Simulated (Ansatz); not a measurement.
Cost and result by functional for the surface energy of the (111) surface of silicon in its 1x1 cell, relaxed from an ideal cut (the real face may reconstruct), outermost plane spacing 0.79 Å in the ideal cut, in Ansatz (plane waves, PAW). Single points on the PBE structure, on one kind of machine; costs are rough ratios of the slab run's core time (references not counted) to the cheapest single point. r2SCAN's cost holds its higher cutoff (500 against 420 eV). Differences are taken against r2SCAN for comparison alone: no measured value is at hand, so the table doesn't rank accuracy.

Model: 10-atom slab, 13.4 Å thick at the start, 8x8x1 mesh, Fermi-Dirac 0.025 eV, dipole correction, all atoms relaxed; held to the start's symmetry, so lower structures may exist; no spin (no spin-polarised run to compare, though such a face may carry moments), no spin-orbit, no U. The slab shows no gap on its mesh. These notes are the PBE run's.

```json
[
 {"functional": "LDA", "relative cost": "1", "surface energy (J/m²)": "1.68", "less r2SCAN (J/m²)": "-0.07"},
 {"functional": "RPBE", "relative cost": "1", "surface energy (J/m²)": "1.50", "less r2SCAN (J/m²)": "-0.24"},
 {"functional": "PBEsol", "relative cost": "1", "surface energy (J/m²)": "1.63", "less r2SCAN (J/m²)": "-0.11"},
 {"functional": "r2SCAN", "relative cost": "2", "surface energy (J/m²)": "1.74", "less r2SCAN (J/m²)": "0.00"},
 {"functional": "PBE (the relaxed run's value)", "relative cost": "–", "surface energy (J/m²)": "1.57", "less r2SCAN (J/m²)": "-0.18"}
]
```

The values span 0.24 J/m², while the single points' costs differ by a factor of roughly 2. Differences are of unrounded values.

Ansatz is an electronic-structure program.
